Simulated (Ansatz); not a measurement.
The starting structures come from a database of crystals and need not be the phases stable at ambient conditions.

 Where the default PAW files enter, the runs use the earlier of Ansatz's two default sets.

```
CaCl2
1.0
    4.18433     0.00000     0.00000
    0.00000     6.40524     0.00000
    0.00000     0.00000     6.40524
Ca Cl
2 4
Direct
  0.50000   0.50000   0.50000
  0.00000   0.00000   0.00000
  0.00000   0.69680   0.69680
  0.00000   0.30320   0.30320
  0.50000   0.19680   0.80320
  0.50000   0.80320   0.19680
```

Space group of this cell: P4_2/mnm, rutile. The cell is taken as given.

Transport runs along the normal of the first two printed cell vectors, the (100) plane of the conventional cell.

No gap correction and no spin-orbit coupling; mid-gap values are interpolated between computed energies.

### Question
Predict the band gap and the smallest decay constant κ at mid-gap from r2SCAN in Ansatz (an electronic-structure program).

### Answer
Gap 5.92 eV on a 8×6×6 mesh; κ = 0.431 1/Å, at the zone centre.
